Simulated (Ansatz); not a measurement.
Relaxed 16-atom cells of (Ru,Ir) in the hexagonal close-packed type, of low symmetry and near-random order, with the end members in the same type and cell. The hexagonal close-packed type need not be the stable form of Ir, so that mixing against the stable forms can cost more. Left out are ordered and sheared cells and those that changed their type; one cell stands for each fraction.

Level of theory: r2SCAN (plane waves to 500 eV, PAW; Ansatz, a first-principles code). No spin–orbit coupling; the runs are not spin-polarised.

| cell | fraction of Ir | volume (Å³/atom) |
|---|---|---|
| Ru | 0 | 13.49 |
| IrRu7 | 0.1250 | 13.58 |
| IrRu3 | 0.2500 | withheld |
| IrRu | 0.5000 | 13.85 |
| Ir7Ru | 0.8750 | 14.16 |
| Ir | 1 | 14.26 |

Problem. Fit y = y0 + (y1 − y0) x − b x (1 − x), with y0 and y1 the end rows to the rows shown by least squares, with x the second column and y the third, and predict the withheld row.

Solution. The fit gives b = 0.08, with a root-mean-square miss of 0.003 on the rows shown. At x = 0.2500 it predicts 13.67; the run gives 13.66, a miss of +0.01.
